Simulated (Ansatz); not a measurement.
## Pd under a change: isotropic strain −0.50 %

Take Pd in the fcc (Cu type) structure (space group Fm-3m, No. 225; a = 3.9104 Å; relaxed with 0.1 eV smearing) as the base.

The change: every lattice vector is shortened by 0.50 %; the atoms relax in the strained cell.

Calculations: r2SCAN, PAW, 500 eV (Ansatz, a first-principles code; spin-orbit coupling left out). Settings: 29×29×29 k-points, 0.1 eV Fermi–Dirac smearing.

```tsv
quantity	base	changed	shift
volume per atom	14.95 Å³	14.73 Å³	-0.22 Å³
space group	Fm-3m (No. 225)	Fm-3m (No. 225)	–
shortest interatomic distance	2.765 Å	2.751 Å	-0.014 Å
energy relative to the base (free energy F)	0 meV/atom	+2.0 meV/atom	+2.0 meV/atom
band gap	zero	zero	–
```

Stability against distortions was not tested. The final runs are not spin-polarised. Pd has a high density of states at the Fermi level and may be magnetic at this level.
